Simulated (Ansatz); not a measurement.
The structure below was relaxed with PBEsol (Ansatz, an electronic-structure program; PAW; 420 eV plane waves; no spin-orbit coupling).

```yaml
crystal:
  lattice:
    - [4.59970, 0.00000, 0.00000]
    - [0.00000, 4.39900, 0.00000]
    - [-1.03439, 0.00000, 8.03509]
  atoms:
    - { symbol: Mo, position: [0.90769, 0.75000, 0.62003] }
    - { symbol: Os, position: [0.29493, 0.75000, 0.16252] }
    - { symbol: Os, position: [0.70507, 0.25000, 0.83748] }
    - { symbol: Mo, position: [0.09231, 0.25000, 0.37997] }
    - { symbol: Si, position: [0.41031, 0.75000, 0.83047] }
    - { symbol: Si, position: [0.82903, 0.75000, 0.29719] }
    - { symbol: Si, position: [0.07351, 0.25000, 0.07150] }
    - { symbol: Si, position: [0.63579, 0.25000, 0.52643] }
    - { symbol: Si, position: [0.92649, 0.75000, 0.92850] }
    - { symbol: Si, position: [0.36421, 0.75000, 0.47357] }
    - { symbol: Si, position: [0.58969, 0.25000, 0.16953] }
    - { symbol: Si, position: [0.17097, 0.25000, 0.70281] }
```

### Question
Find the space group and the Wyckoff positions.

### Answer
Space group P2₁/m (No. 11); a = 4.600 Å, b = 4.399 Å, c = 8.101 Å, α = 90.00°, β = 97.34°, γ = 90.00°

| atom | site | symmetry | x | y | z |
|---|---|---|---|---|---|
| Mo | 2e | m | 0.0923 | 0.2500 | 0.3800 |
| Os | 2e | m | 0.2949 | 0.7500 | 0.1625 |
| Si | 2e | m | 0.5897 | 0.2500 | 0.1695 |
| Si | 2e | m | 0.1710 | 0.2500 | 0.7028 |
| Si | 2e | m | 0.0735 | 0.2500 | 0.0715 |
| Si | 2e | m | 0.6358 | 0.2500 | 0.5264 |

### Question
Describe the coordination.

### Answer
The crystal has 12 atoms in its conventional cell. Lattice parameters: a = 4.600 Å, b = 4.399 Å, c = 8.101 Å, α = γ = 90.00°, β = 97.34°. Mo sees 9 Si at 2.489–2.692 Å and 1 Si at 3.023 Å and 2 Os at 3.038 Å and 2 Mo at 3.125 Å. Os sees 1 Si at 2.376 Å and 7 Si at 2.495–2.581 Å and 1 Si at 2.808 Å and 2 Mo at 3.038 Å. Si1 is surrounded by 2 Si at 2.405–2.457 Å and 2 Si at 2.613 Å and 1 Si at 2.872 Å and 2 Os at 2.581 Å and 1 Os at 2.808 Å and 1 Mo at 2.692 Å and 1 Mo at 3.023 Å. Si2 has 2 Os at 2.526–2.558 Å and 3 Mo at 2.559–2.594 Å and 2 Si at 2.613 Å (no clear gap to further neighbours). Si3 has 1 Os at 2.376 Å and 2 Os at 2.495 Å and 4 Si at 2.405–2.537 Å and 1 Mo at 2.489 Å. Si4 sees 1 Os at 2.499 Å and 4 Mo at 2.540–2.627 Å and 1 Si at 2.872 Å (no clear gap to further neighbours). (Neighbours: up to the widest gap in distance over summed covalent radii, below 1.35, at either atom; cation-cation and far metal-metal contacts left out.)

These are small ordered cells, not random alloys; other orderings at the same x differ. Spin-orbit coupling, missing from the scalar runs, can matter with Os. Whether these cells are dynamically stable was not tested. The final runs are not spin-polarised. The cell was made from MoSi2 by this change: x(Os) = 0.5, 12 atoms, P2_1/m.
